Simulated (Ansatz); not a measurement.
We consider AlB2-type MgB2, described by r²SCAN+rVV10 (Ansatz, a program for electronic structure, PAW).

Numerical settings: plane-wave cutoff 560 eV, 24×24×16 k mesh (along the axes of the cell as run), Fermi–Dirac smearing 0.05 eV, scalar-relativistic PAW data made under PBE.

Shape and atoms are relaxed at each volume.

Pressure at four volumes; x = ln(V/9.515 Å³). One pressure is withheld.

```json
[
 {"V (Å³/atom)": "9.134", "x": "-0.0409", "P (GPa)": "6.59"},
 {"V (Å³/atom)": "9.515", "x": "0.0000", "P (GPa)": "0.00"},
 {"V (Å³/atom)": "9.705", "x": "0.0198", "P (GPa)": "-2.86"},
 {"V (Å³/atom)": "9.895", "x": "0.0392", "P (GPa)": "?"}
]
```

Task: Pass a parabola P(x) through the three rows shown, estimate the bulk modulus and its pressure derivative near zero pressure, and predict the withheld pressure.

Result: Slopes between the rows: (0.00 − (6.59))/(0.0000 − (-0.0409)) = -161.12 and (-2.86 − (0.00))/(0.0198 − (0.0000)) = -144.44 GPa. Their difference over the span 0.0607 is c = 16.68/0.0607 = 274.8 GPa, so P(x) = 6.59 + (-161.12)(x − (-0.0409)) + 274.8 (x − (-0.0409))(x − (0.0000)). At the middle row B = −dP/dx = −[-161.12 + 274.8 × 0.0409] = 149.9 GPa, and B′ = dB/dP = 2c/B = 3.7. At x = 0.0392 the parabola gives -5.45 GPa; the run gives -5.48 GPa. The Birch–Murnaghan fit to the energies at all volumes has B0 = 150 GPa and B′ = 3.6.

Measured, for comparison: bulk modulus 151 ± 5 GPa (room temperature, no zero-point or thermal correction, B' fixed at 4, our sources range from 147 to 151; as tabulated in Vogt et al. (2001), arXiv:cond-mat/0102480). Computed (rounded) less measured: bulk modulus -0.7 % (inside the range of the sources held).

Note: the bulk modulus comes from volumes at which shape and atoms were relaxed.
